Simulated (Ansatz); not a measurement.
Where the default PAW files enter, the runs use the earlier of Ansatz's two default sets.

Data:

```
CELL_PARAMETERS angstrom
      2.96561     0.00000     0.00000
      0.00000     2.96561     0.00000
      1.48280    -1.48280     2.09700
ATOMIC_POSITIONS crystal
  Mg 0.00000 0.00000 0.00000
  O  0.50000 0.50000 0.00000
```

Space group of this cell: Fm-3m, rock salt. The cell is taken as given; by r2SCAN its mean pressure is 1.7 GPa.

The current runs along the normal of the first two printed vectors, the (001) plane. All runs by Ansatz (a program for electronic structure), plane waves and PAW, without spin-orbit coupling; the base is r2SCAN.

| run | mean pressure (GPa) | gap (eV) | mid-gap κ (1/Å) |
|---|---|---|---|
| base | 1.7 | 5.78 | 0.377 |
| all lengths scaled by 0.98 | 13.5 | 6.42 | 0.405 |
| all lengths scaled by 1.02 | -7.5 | 5.19 | 0.351 |
| lda in place of r2scan | -3.9 | 4.79 | 0.335 |
| lengths across the current scaled by 0.98, ions clamped | 9.4 | [?] | [?] |
| lengths across the current scaled by 1.02, ions clamped | -4.6 | 5.36 | 0.366 |
| lengths along the current scaled by 0.97, ions clamped | 7.6 | 6.07 | 0.401 |
| lengths along the current scaled by 1.03, ions clamped | -2.9 | [?] | [?] |
| pbesol in place of r2scan | 2.4 | [?] | [?] |

**Question.** Fill in the missing entries.

**Answer.** 
- lengths across the current scaled by 0.98, ions clamped, gap (eV): 6.17
- lengths across the current scaled by 0.98, ions clamped, mid-gap κ (1/Å): 0.388
- lengths along the current scaled by 1.03, ions clamped, gap (eV): 5.43
- lengths along the current scaled by 1.03, ions clamped, mid-gap κ (1/Å): 0.355
- pbesol in place of r2scan, gap (eV): 4.77
- pbesol in place of r2scan, mid-gap κ (1/Å): 0.332
